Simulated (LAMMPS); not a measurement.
Simulation of Si (diamond structure), a cell 115 Å long along the (001) normal (4200 atoms) with 64 % of it melted and the whole then held at 1350 K and zero normal pressure.

Computed with classical MD, pair style tersoff/mod, file Si.tersoff.mod, run in LAMMPS.

| Item | Value |
|---|---|
| interface speed (growth positive) | 7.8 ± 0.3 m/s |
| direction | the crystal grows |
| cost | very roughly 110 core-minutes |

Potential: file Si.tersoff.mod of the LAMMPS distribution; its header cites Kumagai, Izumi, Hara and Sakai, Comp Mat Sci, 39, 457 (2007).

Errors shown are sampling errors alone.

| t (ps) | crystalline share |
|---|---|
| 0.000 | 0.355 |
| 11.00 | 0.365 |
| 22.00 | 0.381 |
| 33.00 | 0.387 |
| 44.00 | 0.405 |
| 55.00 | 0.409 |
| 66.00 | 0.420 |
| 77.00 | 0.430 |
| 88.00 | 0.438 |
| 99.00 | 0.450 |
| 110.0 | 0.462 |
| 121.0 | 0.490 |
| 132.0 | 0.523 |
| 143.0 | 0.564 |
| 154.0 | 0.583 |
| 165.0 | 0.596 |
| 176.0 | 0.615 |
| 187.0 | 0.623 |
| 198.0 | 0.621 |
| 209.0 | 0.635 |
| 220.0 | 0.652 |
| 231.0 | 0.667 |
| 242.0 | 0.682 |
| 253.0 | 0.693 |
| 264.0 | 0.697 |
| 275.0 | 0.710 |
| 286.0 | 0.723 |
| 297.0 | 0.738 |
| 308.0 | 0.751 |
| 319.0 | 0.774 |
| 330.0 | 0.790 |
| 341.0 | 0.798 |
| 352.0 | 0.819 |
| 363.0 | 0.834 |
| 374.0 | 0.852 |
| 385.0 | 0.867 |
| 396.0 | 0.886 |
